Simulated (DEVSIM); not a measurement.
System: abrupt Si n-p junction, at 400 K.

Layer 1 from the left is Si, thickness (μm) 37.0, Nd (cm⁻³) 1.6e16, τn (s) 0.00012, τp (s) 0.00012. Layer 2 from the left is Si, thickness (μm) 36.0, Na (cm⁻³) 5.9e14, τn (s) 0.00012, τp (s) 0.00012.

Left contact: ohmic. Right contact: ohmic. Voltage is applied to the left contact. Recombination: SRH at mid-gap, radiative, Auger. Mobility is μmin + (μ − μmin)/(1 + (N/Nref)^α).

The device is made up for the run: typed textbook-type constants, with dimensions and the other settings drawn at random. Values at 300 K; Nc and Nv go as T^1.5, mobilities as T to minus their exponent, the gap by Varshni's rule with the affinity fixed.

Si: gap (eV) 1.124, affinity (eV) 4.05, permittivity 11.7, Nc (cm⁻³) 2.86e19, Nv (cm⁻³) 3.1e19, μn (cm²/Vs) 1417, μp (cm²/Vs) 470, μn,min 52, μp,min 45, Nref,n 9.7e16, Nref,p 2.2e17, αn 0.68, αp 0.72, T exponent of μn 2.3, T exponent of μp 2.2, B (cm³/s) 4.7e-15, Cn (cm⁶/s) 2.8e-31, Cp (cm⁶/s) 9.9e-32, Varshni α (eV/K) 0.000473, Varshni β (K) 636.

**Question.** Estimate by hand the built-in potential, the peak field at zero bias, the capacitance at 6 V, and compare with a numerical solution.

**Answer.** 
- Built-in potential: ni = √(Nc Nv) exp(−Eg/2kT) = 5.68e12 cm⁻³ with Eg = 1.096 eV; Vbi = kT/q ln(Na Nd/ni²) = 0.434 V; numerical 0.434 V.
- Peak field at zero bias: depletion approximation: W = √(2εVbi/(qN)) = 0.993 μm with N = 5.69e14 cm⁻³; field = 2Vbi/W = 8740 V/cm; numerical 10400 V/cm (estimate below by 16 %).
- Capacitance at 6 V: C = √(qεN / 2(Vbi + |V|)) = 2.71 nF/cm²; numerical 2.72 nF/cm² (estimate below by 0.55 %).

Simulated with DEVSIM: 1D drift-diffusion, Boltzmann statistics, complete ionisation; no tunnelling, impact ionisation, image-force lowering or self-heating.
